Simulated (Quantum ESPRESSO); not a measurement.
A self-consistent single point of Be₃Ir (I4mm, 4 atoms in the cell) with Quantum ESPRESSO.

Level of theory: LDA (PZ), GBRV 1.5 ultrasoft (LDA) pseudopotentials (plane waves; Quantum ESPRESSO 7.5).

```xyz
4
Lattice="-1.6235 1.6235 3.6074 1.6235 -1.6235 3.6074 1.6235 1.6235 -3.6074" Properties=species:S:1:pos:R:3 pbc="T T T"
Be     0.0000     1.6235     1.8037
Be     1.6235     0.0000     1.8037
Be     0.0000     0.0000     3.6574
Ir     0.0000     0.0000     0.0000
```

Reference input (self-consistent single point, DFT, LDA (PZ), plane waves, GBRV 1.5 ultrasoft (LDA) pseudopotentials): ecutwfc = 40 Ry; ecutrho = 320 Ry; occupations = smearing; smearing = fermi-dirac; degauss = 0.0073499 Ry; potentials = {Be: be_lda_v1.4.uspp.F.UPF, Ir: ir_lda_v1.2.uspp.F.UPF}; K_POINTS = automatic 7 7 7 0 0 0; conv_thr = 1e-10 Ry. This run's input differs from it in these lines:

```diff
@@ -17,3 +17,3 @@
   smearing = 'fermi-dirac'
-  degauss = 0.0073499
+  degauss = 0.00147
 /
@@ -35,3 +35,3 @@
 K_POINTS {automatic}
-7 7 7  0 0 0
+11 11 11  0 0 0
```

The program printed (abridged):

```
     Self-consistent Calculation

     iteration #  1     ecut=    40.00 Ry     beta= 0.70

---- Real-time Memory Report at c_bands before calling an iterative solver
           148 MiB given to the printing process from OS
            64 MiB allocation reported by mallinfo(arena+hblkhd)
------------------

     negative rho (up, down):  2.747E-01 0.000E+00

     total energy              =    -264.46543469 Ry
     estimated scf accuracy    <       2.54933012 Ry

     iteration #  2     ecut=    40.00 Ry     beta= 0.70

---- Real-time Memory Report at c_bands before calling an iterative solver
   [... lines left out ...]
           193 MiB given to the printing process from OS
            73 MiB allocation reported by mallinfo(arena+hblkhd)
------------------

     negative rho (up, down):  3.126E-01 0.000E+00

     total energy              =    -265.99789507 Ry
     estimated scf accuracy    <          8.5E-09 Ry

     iteration # 11     ecut=    40.00 Ry     beta= 0.70

---- Real-time Memory Report at c_bands before calling an iterative solver
           193 MiB given to the printing process from OS
            73 MiB allocation reported by mallinfo(arena+hblkhd)
------------------

     negative rho (up, down):  3.126E-01 0.000E+00
     End of self-consistent calculation

     the Fermi energy is    13.9567 ev

!    total energy              =    -265.99789507 Ry
     estimated scf accuracy    <          3.8E-11 Ry
     smearing contrib. (-TS)   =      -0.00010058 Ry
     internal energy E=F+TS    =    -265.99779449 Ry

     convergence has been achieved in  11 iterations

     negative rho (up, down):  3.126E-01 0.000E+00

     Forces acting on atoms (cartesian axes, Ry/au):

     atom    1 type  1   force =     0.00000000    0.00000000    0.00180338
     atom    2 type  1   force =     0.00000000    0.00000000    0.00180338
     atom    3 type  1   force =    -0.00000000   -0.00000000   -0.00137093
     atom    4 type  2   force =     0.00000000   -0.00000000   -0.00223583

     Total force =     0.003658     Total SCF correction =     0.000000

     negative rho (up, down):  3.126E-01 0.000E+00
          total   stress  (Ry/bohr**3)                   (kbar)     P=      -49.81
  -0.00032862  -0.00000000  -0.00000000          -48.34       -0.00       -0.00
  -0.00000000  -0.00032862  -0.00000000           -0.00      -48.34       -0.00
  -0.00000000   0.00000000  -0.00035849           -0.00        0.00      -52.74

   JOB DONE.
```

The run converged in 11 iterations. Against the reference run the free energy drops by 4.3 meV/atom, the pressure goes from -4.78 to -4.98 GPa and the largest force hardly changes (0.058 to 0.057 eV/Å).

The starting cell comes from a database of computed structures (which also holds hypothetical and non-ambient phases and stackings), without a prior relaxation at this level. Its lattice was rescaled by up to half a per cent. One atom was moved a little off its site on purpose. Spin polarisation is off. With a pressure of about -5 GPa the cell is away from its equilibrium volume at this level.

Cost on one core of a shared machine: roughly 60 s.
